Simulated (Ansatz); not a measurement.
Take InP in the zinc blende structure (space group F-43m, No. 216; a = 5.8269 Å) as the base. Axes: x, y, z lie along the cube axes.

Level of theory: LDA, PAW, 420 eV (Ansatz, a quantum-chemistry and plane-wave program; without spin-orbit coupling).

Strains are applied to the cell and any free atomic positions relax.

One change was made to it. Results:

| quantity | base | after |
|---|---|---|
| pressure (mean of the normal stresses, compression positive) | 0.00 GPa | 1.89 GPa |
| energy relative to the base (free energy F) | 0 meV/atom | +4.9 meV/atom |

Task: What was done to the base?
(A) uniaxial strain ε_zz = −3.00 %
(B) uniaxial strain ε_zz = +2.50 %
(C) uniaxial strain ε_zz = −1.00 %
(D) uniaxial strain ε_zz = −0.50 %
(E) uniaxial strain ε_zz = −2.50 %

Result: E, uniaxial strain ε_zz = −2.50 %. For comparison, the pressure in the other runs: uniaxial strain ε_zz = −0.50 % gives 0.36 GPa; uniaxial strain ε_zz = −1.00 % gives 0.73 GPa; uniaxial strain ε_zz = +2.50 % gives -1.67 GPa; uniaxial strain ε_zz = −3.00 % gives 2.30 GPa.

No phonon test of stability was made.
